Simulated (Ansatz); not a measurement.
Start from Ir in the fcc (Cu type) structure (space group Fm-3m, No. 225; a = 3.845 Å).

All numbers come from r2SCAN (Ansatz, a quantum-chemistry and plane-wave program, PAW, scalar-relativistic without spin-orbit coupling), earlier PAW set.

Before the change:

```
Quantity            Value
---------------  --------
Volume per atom  14.21 Å³
```

Modification: cell and atoms relaxed at a pressure of 0.9 GPa.

Task: What happens to the volume per atom?

Result: The volume per atom drops by 0.03 Å³ (14.21 Å³ → 14.18 Å³).

Load acts through the strain it causes; cell and atoms are relaxed under it. No phonon test of stability was made. All final runs are without spin polarisation.
